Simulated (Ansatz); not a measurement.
The reference is BN in the zinc blende structure (space group F-43m, No. 216).

```yaml
crystal:
  lattice:
    - [0.00000, 1.79027, 1.79027]
    - [1.79027, 0.00000, 1.79027]
    - [1.79027, 1.79027, 0.00000]
  atoms:
    - { symbol: B, position: [0.00000, 0.00000, 0.00000] }
    - { symbol: N, position: [0.25000, 0.25000, 0.25000] }
```

Cartesian axes are those of the cell as printed.

Level of theory: LDA in Ansatz (plane waves to 420 eV, PAW, scalar-relativistic without spin-orbit coupling).

One thing is altered: an isotropic linear strain of +3.00 %, atoms relaxed at fixed cell.

### Question
Predict the stress tensor and what it implies for the stiffness.

### Answer
Stress of the strained cell less that of the base (GPa, compression positive):
```
 -30.30    0.00    0.00
   0.00  -30.30    0.00
   0.00    0.00  -30.30
```

Then B = −ΔP/(ΔV/V₀) with ΔV/V₀ = 0.0927 gives secant stiffness values (nonlinear terms included at this strain): B ≈ 327 GPa.

As a check, the harmonic strain energy −½ V₀ Δσ:ε is 49 meV/atom; the computed energy rise is 54 meV/atom.

Whether these cells are dynamically stable was not tested.

Ansatz is an electronic-structure program.
